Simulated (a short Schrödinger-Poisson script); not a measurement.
Stack: MOS inversion layer, SiO2 on p-type Si(111), at 400 K.

From the gate side: 3 nm SiO2; 910 nm Si, acceptors 2.2e17 cm⁻³.

The device is made up for the run: typed textbook-type constants, with dimensions and the other settings drawn at random. SiO2: permittivity 3.9, conduction-band edge (eV) 3.15, gap (eV) 9, electron mass (mₑ) 0.5. Si: permittivity 11.7, conduction-band edge (eV) 0, gap (eV) 1.124, Nv at 300 K (cm⁻³) 3.1e19.

Channel valleys (confinement mass, in-plane density-of-states mass, number): Δ6 0.258, 0.358, 6. At the gate the conduction-band edge of layer 1 lies 3.52 eV − eVg above the Fermi level of the channel; the field vanishes at the back. Gaps are held at their typed values at every temperature. Mesh 0.03 nm at interfaces.

From a short Schrödinger-Poisson script (our own, NumPy): 1D Poisson equation in equilibrium, electrons quantum, Hartree (BenDaniel-Duke, 12 states a valley, the channel's in-plane mass for all, wave functions ending at the dielectric), parabolic valleys, classical holes, full ionisation, no traps, pinning or gate leakage.

| Vg (V) | electrons (cm⁻²) | C (μF/cm²) | Δ6 E0 (meV from the Fermi level) |
|---|---|---|---|
| 0.3 | 1.40e9 | 0.151 | 350.9 |
| 0.4 | 1.46e10 | 0.184 | 269.4 |
| 0.5 | 1.11e11 | 0.384 | 198.9 |
| 0.6 | 3.93e11 | 0.627 | 154.7 |
| 0.7 | 8.09e11 | 0.753 | 129.2 |
| 0.8 | 1.29e12 | 0.818 | 112.5 |
| 0.9 | 1.81e12 | 0.857 | 100.3 |
| 1 | 2.35e12 | 0.883 | 90.7 |
| 1.1 | 2.90e12 | 0.902 | 82.9 |
| 1.2 | 3.47e12 | 0.917 | 76.2 |
| 1.3 | 4.04e12 | 0.929 | 70.5 |
| 1.4 | 4.62e12 | 0.939 | 65.4 |
| 1.5 | 5.21e12 | 0.947 | 60.8 |
| 1.6 | 5.80e12 | 0.954 | 56.6 |
| 1.7 | 6.40e12 | 0.961 | 52.8 |
| 1.8 | 7.00e12 | 0.966 | 49.2 |
| 1.9 | 7.61e12 | 0.971 | 45.9 |
| 2 | 8.22e12 | 0.976 | 42.9 |
| 2.1 | 8.83e12 | 0.980 | 40.0 |

Gate voltages with under 1e9 electrons/cm² are left out.

**Question.** At Vg = 2.1 V the lowest Δ6 subband lies at 40.0 meV from the Fermi level. How many electrons does it hold, and what share of all?

**Answer.** The two-dimensional density of states is g m/(πħ²) = 8.97e11 cm⁻² meV⁻¹ (both spins), kT = 34.5 meV, so n = D kT ln(1 + exp(−E/kT)) = 8.44e12 cm⁻², 0.96 of the 8.83e12 cm⁻² in all.

**Question.** Compare the slope of the sheet density between 1.9 and 2.1 V with the geometric capacitance of the layers between gate and channel.

**Answer.** q Δn/ΔV = 0.977 μF/cm²; ε0/Σ(t/ε) = 1.15 μF/cm². The ratio is 0.85: the channel acts as a further capacitance in series.
